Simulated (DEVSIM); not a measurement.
Device: Schottky contact on n-type InP, at 250 K.

Layer 1 from the left is InP, thickness (μm) 11.0, Nd (cm⁻³) 3.1e15, τn (s) 8.2e-8, τp (s) 8.2e-8.

Left contact: Schottky, work function 5.36 eV, emission velocity 3.8e6 cm/s. Right contact: ohmic. Voltage is applied to the left contact. Recombination: SRH at mid-gap, Auger. Mobility is constant in doping.

This is a model device: material constants are rounded textbook-type values typed into the input, and sizes, dopings and lifetimes were drawn at random. Values at 300 K; Nc and Nv go as T^1.5, mobilities as T to minus their exponent, the gap by Varshni's rule with the affinity fixed.

InP: gap (eV) 1.344, affinity (eV) 4.38, permittivity 12.5, Nc (cm⁻³) 5.7e17, Nv (cm⁻³) 1.1e19, μn (cm²/Vs) 5200, μp (cm²/Vs) 170, T exponent of μn 2, T exponent of μp 2, Cn (cm⁶/s) 9e-31, Cp (cm⁶/s) 9e-31, Varshni α (eV/K) 0.000363, Varshni β (K) 162.

Simulated with DEVSIM: 1D drift-diffusion, Boltzmann statistics, complete ionisation; no tunnelling, impact ionisation, image-force lowering or self-heating. Metal contacts follow the ideal Schottky-Mott rule: no Fermi-level pinning, no interface dipoles.

Dark forward current:

| |V| (V) | |J| (A/cm²) |
|---|---|
| 0.05 | 3.273e-13 |
| 0.10 | 1.619e-12 |
| 0.15 | 8.762e-12 |
| 0.20 | 6.202e-11 |
| 0.25 | 5.402e-10 |
| 0.30 | 5.196e-9 |
| 0.35 | 5.187e-8 |
| 0.40 | 5.243e-7 |
| 0.45 | 5.320e-6 |
| 0.50 | 5.404e-5 |
| 0.55 | 0.0005489 |
| 0.60 | 0.005572 |
| 0.65 | 0.05645 |
| 0.70 | 0.5669 |
| 0.75 | 5.345 |
| 0.80 | 35.42 |
| 0.85 | 116.7 |
| 0.90 | 234.5 |
| 0.95 | 370.3 |
| 1.00 | 515.5 |
| 1.05 | 666.3 |
| 1.10 | 820.8 |
| 1.15 | 977.8 |
| 1.20 | 1137 |
| 1.25 | 1297 |
| 1.30 | 1458 |

Problem. Work out the local ideality factor n = ΔV / (kT/q · ln(J2/J1)) between the rows 0.10 and 0.15 V, 0.45 and 0.50 V, 1.25 and 1.30 V.

Solution. kT/q = 21.54 mV. From 0.10 to 0.15 V: ln(8.762e-12/1.619e-12) = 1.689, n = 1.37. From 0.45 to 0.50 V: ln(5.404e-5/5.320e-6) = 2.318, n = 1.00, near the 1 of diffusion or emission over a barrier. From 1.25 to 1.30 V: ln(1458/1297) = 0.117, n = 19.84; the layers' resistance at their doping, Σ W/(qμN) = 0.00030 Ω cm², would take 48 mV of this step of 50 mV.

Problem. Estimate the current at 0.50 V for emission alone, J0 = q v N_band exp(−φB/kT), and read the barrier back from the simulated current.

Solution. φB = 0.980 eV, N_band = 4.34e17 cm⁻³, J0 = 4.60e-15 A/cm²; J = J0 (exp(qV/kT) − 1) = 5.54e-5 A/cm². The simulation gives 5.40e-5 A/cm²; the estimate lies 2.6 % above. Read backwards, the simulated current gives an apparent barrier of 0.981 eV. The estimate leaves out transport through the depletion region and minority injection.
